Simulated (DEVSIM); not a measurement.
Device: Mo/SiO2/n-Si capacitor, at 300 K.

| layer (left to right) | material | thickness (nm) | Nd (cm⁻³) |
|---|---|---|---|
| 1 | SiO2 | 37.0 | - |
| 2 | Si | 5000 | 1.3e16 |

Metal gate on the left, work function 4.6 eV. Fixed charge at the semiconductor interface 0 cm⁻² (in units of +e); no interface traps.

Constants are typed, rounded textbook-type inputs, not results; the design itself was drawn at random and stands for no fabricated device. Values at 300 K.

```
parameter      SiO2       Si
-------------  ----  -------
gap (eV)          9    1.124
affinity (eV)   0.9     4.05
permittivity    3.9     11.7
Nc (cm⁻³)         -  2.86e19
Nv (cm⁻³)         -   3.1e19
```

Simulated with DEVSIM: 1D Poisson equation in equilibrium, Boltzmann statistics, complete ionisation; no quantum confinement or tunnelling. Metal contacts follow the ideal Schottky-Mott rule: no Fermi-level pinning, no interface dipoles.

Task: Tabulate band edges, carrier densities and field at -2.5 V on the gate.

Result: Energies count from the Fermi level of the right contact; mesh points crowd at the junctions.

| x (μm) | Ec (eV) | Ev (eV) | n (cm⁻³) | p (cm⁻³) | field (V/cm) |
|---|---|---|---|---|---|
| 0.000 | 6.200 | -2.800 | < 1e2 | < 1e2 | -540000 |
| 0.001682 | 6.110 | -2.890 | < 1e2 | < 1e2 | -540000 |
| 0.005866 | 5.886 | -3.114 | < 1e2 | < 1e2 | -540000 |
| 0.01550 | 5.370 | -3.630 | < 1e2 | < 1e2 | -540000 |
| 0.03086 | 4.547 | -4.453 | < 1e2 | < 1e2 | -540000 |
| 0.03511 | 4.319 | -4.681 | < 1e2 | < 1e2 | -540000 |
| 0.03691 | 4.223 | -4.777 | < 1e2 | < 1e2 | -540000 |
| 0.03951 | 1.034 | -0.090 | 120 | 9.7e17 | -100000 |
| 0.04501 | 0.990 | -0.134 | 670 | 1.7e17 | -67000 |
| 0.05952 | 0.907 | -0.217 | 17000 | 7.0e15 | -53000 |
| 0.09496 | 0.734 | -0.390 | 1.4e7 | 8.6e12 | -45000 |
| 0.2430 | 0.284 | -0.840 | 4.8e14 | 240000 | -16000 |
| 0.5530 | 0.199 | -0.925 | 1.3e16 | 9000 | ≈ 0 |
| 1.327 | 0.199 | -0.925 | 1.3e16 | 8900 | ≈ 0 |
| 3.632 | 0.199 | -0.925 | 1.3e16 | 8900 | ≈ 0 |
| 4.475 | 0.199 | -0.925 | 1.3e16 | 8900 | ≈ 0 |
| 4.820 | 0.199 | -0.925 | 1.3e16 | 8900 | ≈ 0 |
| 4.951 | 0.199 | -0.925 | 1.3e16 | 8900 | ≈ 0 |
| 5.013 | 0.199 | -0.925 | 1.3e16 | 8900 | ≈ 0 |
| 5.028 | 0.199 | -0.925 | 1.3e16 | 8900 | ≈ 0 |
| 5.034 | 0.199 | -0.925 | 1.3e16 | 8900 | ≈ 0 |
| 5.037 | 0.199 | -0.925 | 1.3e16 | 8900 | ≈ 0 |
